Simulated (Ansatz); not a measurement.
## Fermi-surface data of Ni3Ge under load (space group Pm-3m)

Data:

```
Ni3Ge
1.0
    3.51455     0.00000     0.00000
    0.00000     3.51455     0.00000
    0.00000     0.00000     3.51455
Ni Ge
3 1
Cartesian
  1.75728   0.00000   1.75728
  0.00000   1.75728   1.75728
  1.75728   1.75728   0.00000
  0.00000   0.00000   0.00000
```

These are PBEsol, rigid bands (plane waves, PAW, scalar-relativistic; Ansatz, an electronic-structure program) values and carry that method's errors. Condition of this run: hydrostatic pressure 2 GPa (the target of the relaxation). Geometry: cell and atoms relaxed with PBEsol, then loaded as said.

* **density of states at the Fermi level**: 2.23 states/(eV·cell), both spins
* **bare Sommerfeld coefficient**: 1.32 mJ/(mol of atoms·K²)
* **Drude plasma energy**: 1.79 eV
* **root-mean-square Fermi velocity**: 1.5e5 m/s
* **resistivity times τ**: 153 ×10⁻²² Ω·m·s

A metal at this level (no band gap); rigid bands, thermally averaged at 300 K, both spins. Spin-orbit coupling is left out. τ is one relaxation time for all states.

Treated as nonmagnetic (a ferromagnetic start lost its moment, other orders weren't tried): Ni3Ge under load (space group Pm-3m).
